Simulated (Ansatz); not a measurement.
## What biaxial strain −0.50 %, plane normal [001], relaxed out of plane does to BN

Take BN in the zinc blende structure (space group F-43m, No. 216; a = 3.5805 Å) as the base. Axes: x, y, z lie along the cube axes.

One thing is altered: biaxial strain −0.50 %, plane normal [001], relaxed out of plane (Cartesian); in-plane vectors clamped, the third vector and the atoms free.

Level of theory: Ansatz (a first-principles code), LDA, PAW, cutoff 420 eV, no spin-orbit coupling. Γ-centred 16×16×16 mesh, Fermi–Dirac width 0.05 eV.

Volume per atom: 5.69 Å³ (base 5.74 Å³)
Shortest interatomic distance: 154.6 pm (base 155.0 pm)
Energy relative to the base (free energy F): +0.8 meV/atom
Pressure (mean of the normal stresses, compression positive): 3.14 GPa (base -0.01 GPa)
Band gap: 4.33 eV (base 4.39 eV)
Gap character: indirect, Γ → X
Smallest direct gap: 8.82 eV (base 8.83 eV)
Electron mass: 0.89 mₑ along k, 0.30 mₑ across (at X) (base 0.90 mₑ along k, 0.30 mₑ across (at X))
Valence-band top at Γ (three highest levels, from the VBM): 0.00, 0.00, -0.08 eV (base 0.00, 0.00, 0.00 eV)
Valley order (the lowest conduction-band minima on the path, energy above the VBM, named in the base's zone): X along [010] 4.33 eV; X along [001] 4.47 eV (base X along ⟨100⟩ 4.39 eV)
Out-of-plane strain: +0.23 %

Cost of the whole job for the changed cell (relaxation, final SCF and bands): about 16 core-seconds (a rough figure).

Effective masses come from finite differences of ±0.01 Å⁻¹. Along k means along the line from Γ to the band edge. Stability against distortions was not tested. k-point labels follow each cell's own Brillouin zone.
